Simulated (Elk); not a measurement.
Elk run on K (Im-3m, 1 atom in the cell): self-consistent single point.

Method of the run: PBE, all-electron FP-LAPW, Elk's shipped species files, APW+lo basis with extra local orbitals in Elk.

The change in words: lattice scaled by 0.98. Reference geometry:
```
K
1.0
   -2.75880     2.75880     2.75880
    2.75880    -2.75880     2.75880
    2.75880     2.75880    -2.75880
K
1
Direct
  0.00000   0.00000   0.00000
```

Reference input (self-consistent single point, DFT, PBE, all-electron FP-LAPW, Elk's shipped species files, APW+lo basis with extra local orbitals): xctype = 20; rgkmax = 7.5; stype = 0; swidth = 0.00367493 Ha; ngridk = 11 11 11; gmaxvr = 14 1/bohr; nxlo = 2; lorbcnd = true; lmaxi = 3; maxscl = 100. This run's input differs from it in these lines:

```diff
@@ -31,5 +31,5 @@
 avec
-   -5.2133669840    5.2133669840    5.2133669840
-    5.2133669840   -5.2133669840    5.2133669840
-    5.2133669840    5.2133669840   -5.2133669840
+   -5.1090994553    5.1090994553    5.1090994553
+    5.1090994553   -5.1090994553    5.1090994553
+    5.1090994553    5.1090994553   -5.1090994553
```

The program printed (abridged):

```
│ Self-consistent loop started │
│ Loop number : 1 │
 total energy                :     -602.540427278
│ Loop number : 2 │
 total energy                :     -602.539754165
RMS change in Kohn-Sham potential (target) :   0.3063775118     (  0.1000000000E-05)
Absolute change in total energy (target)   :   0.6731129088E-03 (  0.1000000000E-03)
│ Loop number : 3 │
 total energy                :     -602.402212926
RMS change in Kohn-Sham potential (target) :   0.1643684347     (  0.1000000000E-05)
Absolute change in total energy (target)   :   0.1377095171     (  0.1000000000E-03)
│ Loop number : 4 │
   [... lines left out ...]
Absolute change in total energy (target)   :   0.1039371734E-02 (  0.1000000000E-03)
│ Loop number : 10 │
 total energy                :     -602.165177834
RMS change in Kohn-Sham potential (target) :   0.8575870620E-05 (  0.1000000000E-05)
Absolute change in total energy (target)   :   0.2365634618E-03 (  0.1000000000E-03)
│ Loop number : 11 │
 total energy                :     -602.165157583
RMS change in Kohn-Sham potential (target) :   0.8967971616E-06 (  0.1000000000E-05)
Absolute change in total energy (target)   :   0.7939169006E-04 (  0.1000000000E-03)
Convergence targets achieved

│ Loop number : 12 │

Energies :
 Fermi                       :     0.230591646862E-01
 total energy                :     -602.165147678

Density of states at Fermi energy :    17.20785696
 (states/Hartree/unit cell)

Estimated indirect band gap :   0.3240116578E-02
 from k-point     32 to k-point     37
Estimated direct band gap   :   0.5769391667E-01
 at k-point     32

Charges :
 core                        :    10.00000000
 valence                     :    9.000000000
 interstitial                :    1.432451829
 muffin-tins (core leakage)
  species :    1 (K)
   atom    1                 :    17.56754817     (  0.1132387180E-06)
 total in muffin-tins        :    17.56754817
 total calculated charge     :    19.00557259
 total charge                :    19.00000000
 error                       :   0.5572590554E-02

│ Self-consistent loop stopped │
```

The run converged in 12 iterations. The count includes the last loop, which Elk runs after its targets are met. Against the reference run the total energy drops by 9.0 meV/atom.

The starting cell comes from a database of computed structures (which also holds hypothetical and non-ambient phases and stackings), without a prior relaxation at this level. Its lattice was rescaled by a random factor within 2.5 % of one. For this run, on top of that: lattice scaled by 0.98. Values depend on the basis (sphere radii, cutoffs, local orbitals), which need not be converged. The log's line on a gap gives a spacing of levels on this mesh, which the program prints for metals too.

Cost on one core of a shared machine: roughly 30 s.
